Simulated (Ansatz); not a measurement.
Ansatz (an electronic-structure program) run on LiLaBi2 (P4/nmm, 8 atoms in the cell): relaxation of the atoms.

Computed with LDA (PW92), harder PAW files (source: ansatz) made with PBE (plane waves; Ansatz).

```
CELL_PARAMETERS angstrom
      4.46993     0.00000     0.00000
      0.00000     4.46993     0.00000
      0.00000     0.00000    10.78971
ATOMIC_POSITIONS crystal
  Li 0.00000 0.00000 0.00000
  Li 0.50000 0.50000 0.00000
  La 0.00000 0.50000 0.25801
  La 0.50000 0.00000 0.74199
  Bi 0.00000 0.50000 0.84192
  Bi 0.50000 0.00000 0.15808
  Bi 0.00000 0.00000 0.50000
  Bi 0.50000 0.50000 0.50000
```

Reference input (self-consistent single point, DFT, LDA (PW92), plane waves, harder PAW files (source: ansatz) made with PBE): basis.ecutwfc = 57.3 Ry; kpoints.mp_grid.grid = 5 5 2; hamiltonian.xc = lda; hamiltonian.pseudopotentials = {kind: paw, source: ansatz}; scf.occupations.method = cold; scf.occupations.width = 0.02 Ry. This run's input differs from it in these lines:

```diff
@@ -23,2 +23,3 @@
   occupations: { method: cold, width: 0.02 Ry }
+relax: {}
 output:
```

Log, with long lists cut:

```
   [... SCF lines of the steps left out ...]
relax step   1: F+E_penalty+E_count = -75649.36279133 eV  Δ(F+E_penalty+E_count) = +0.000e0 eV  max|allowed force component| = 7.564e-2 eV/Å  Δτ_max = 0.0000 Å  (10 SCF iters, dr2 threshold 2.50e-6 eV, accepted)
relax step   2: F+E_penalty+E_count = -75649.36125796 eV  Δ(F+E_penalty+E_count) = +1.533e-3 eV  max|allowed force component| = 1.032e-1 eV/Å  Δτ_max = 0.0434 Å  (7 SCF iters, dr2 threshold 3.58e-7 eV, rejected (line search))
relax step   3: F+E_penalty+E_count = -75649.36439202 eV  Δ(F+E_penalty+E_count) = -1.601e-3 eV  max|allowed force component| = 3.402e-4 eV/Å  Δτ_max = 0.0184 Å  (7 SCF iters, accepted)
the relaxation is at rest under the 16 symmetry operations that the run kept from its start: a minimum is not shown …
Stability not checked (fill_not_monotonic)
Free energy (F): -75649.364392 eV
Internal energy: -75649.391308 eV  (E = F + TS)
E sigma→0 (E₀):  -75649.373364 eV
Entropy (-TS):   0.026916 eV (3.364 meV/atom)
Fermi energy:    11.149341 eV
--- Forces (eV/Å), atoms counted from 1 ---
  atom   1  Li    -0.00000000     0.00000000    -0.00000000
   [... lines left out ...]
    - { symbol: Bi, position: [7.77574425474267e-35, 0.49999999999999994, 0.8402172330303844] }
    - { symbol: Bi, position: [0.49999999999999994, -9.593450703903294e-36, 0.1597827669696156] }
    - { symbol: Bi, position: [1.5820778353805432e-35, -1.51475537430052e-36, 0.5] }
    - { symbol: Bi, position: [0.49999999999999994, 0.49999999999999994, 0.5] }
```

The run converged. 

Summary of the result:
| Property | Value |
|---|---|
| Free energy E − TS (on the zero of these files) | -75649.3644 eV |
| Fermi level (on the code's own zero) | 11.15 eV |
| Pressure | -0.53 GPa |
| Relaxation steps | 3 |

The starting cell comes from a database of computed structures (which also holds hypothetical and non-ambient phases and stackings), without a prior relaxation at this level. Its lattice was rescaled by a random factor within 2.5 % of one. The relaxation keeps the symmetry of its start, so its end need not be a minimum. Ansatz's pressure includes its estimate of the finite-basis (Pulay) stress. The cutoff lies below the one recommended for these files.

Cost on one core of a shared machine: roughly 2 min.

Keys are those of Ansatz 0.2.
